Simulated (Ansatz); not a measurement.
For NbHO₃ (model structure, Pmm2, No. 25, 5 atoms in the cell), LDA in Ansatz (plane waves, PAW) gives:

| Item | Result |
|---|---|
| bulk modulus B0 | 134 GPa |
| cohesive energy | 6.83 eV/atom |
| band gap | 1.56 eV |

**Question.** What does r²SCAN in Ansatz (PAW) give for the same quantities?

**Answer.** 
- bulk modulus: 111 GPa (shrinks by 17 %)
- cohesive energy: 5.69 eV/atom (shrinks by 1.14 eV/atom)
- band gap: 2.13 eV (grows by 0.57 eV)

Changes are worked out from the printed values.

Unless a cell is named, each level is at its own relaxed cell (LDA 12.23, r²SCAN 12.73 Å³/atom).

Levels without +SOC have no spin–orbit coupling; where heavier elements are present it shifts gaps, mostly down, and can invert bands. Density-functional gaps are differences of (generalised) Kohn–Sham levels.

Caveats: the bulk modulus is −V dP/dV from two relaxed cells at ±2 % in volume (LDA, r²SCAN). Ansatz's density-functional and Hartree–Fock values are scalar-relativistic unless marked +SOC, with PAW data made under PBE.

A model structure was made by putting elements into a prototype or built by hand; it is no filed structure, need not be a known phase, and can be a saddle point held by its symmetry.

Ansatz is a program for electronic structure.
